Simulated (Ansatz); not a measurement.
We consider Hg (R-3m, No. 166, 1 atom in the cell), described by r²SCAN in Ansatz (plane waves, PAW).

Settings: plane-wave cutoff 560 eV, 20×20×20 k mesh, Fermi–Dirac smearing 0.05 eV, scalar-relativistic PAW data made under PBE.

Properties against volume:

Shape and atoms are relaxed at each volume.

| V (Å³/atom) | P (GPa) | c (Å) | a (Å) |
|---|---|---|---|
| 25.891 | 0.82 | 6.224 | 3.796 |
| 26.431 | 0.40 | 6.095 | 3.876 |
| 26.970 | 0.00 | 6.001 | 3.946 |
| 27.510 | -0.42 | 5.970 | 3.995 |
| 28.049 | -0.72 | 5.763 | 4.106 |

Note: the relaxation could not lower the start's symmetry, so the cell can be a saddle point above a distorted one.

Ansatz is a program for electronic structure.
